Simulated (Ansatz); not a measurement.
Take BaTiO$_{3}$ in the cubic perovskite structure (space group Pm-3m, No. 221; a = 3.9346 Å) as the base. Axes: x, y, z lie along the cube axes.

Level of theory: Ansatz (a quantum-chemistry and plane-wave program), LDA, PAW, cutoff 420 eV, scalar-relativistic without spin-orbit coupling.

Strains are applied to the cell and any free atomic positions relax; under biaxial strain the out-of-plane vector relaxes too.

One change was made to it. Results:

```csv
quantity,base,after
band gap,1.83 eV,1.78 eV
volume per atom,12.18 Å³,12.27 Å³
```

Problem. What was done to the base?
A) biaxial strain +1.50 %, plane normal [111], relaxed out of plane
B) biaxial strain +2.00 %, plane normal [111], relaxed out of plane
C) biaxial strain +0.50 %, plane normal [111], relaxed out of plane
D) biaxial strain +1.00 %, plane normal [111], relaxed out of plane

Solution. C, biaxial strain +0.50 %, plane normal [111], relaxed out of plane. For comparison, the band gap in the other runs: biaxial strain +1.50 %, plane normal [111], relaxed out of plane gives 1.69 eV; biaxial strain +1.00 %, plane normal [111], relaxed out of plane gives 1.74 eV; biaxial strain +2.00 %, plane normal [111], relaxed out of plane gives 1.65 eV.

No phonon test of stability was made. The final runs are not spin-polarised. Many cubic perovskites are stable only at high temperature; tilts and polar distortions were not tested. This is not the structure that BaTiO3 has at room temperature and ambient pressure.
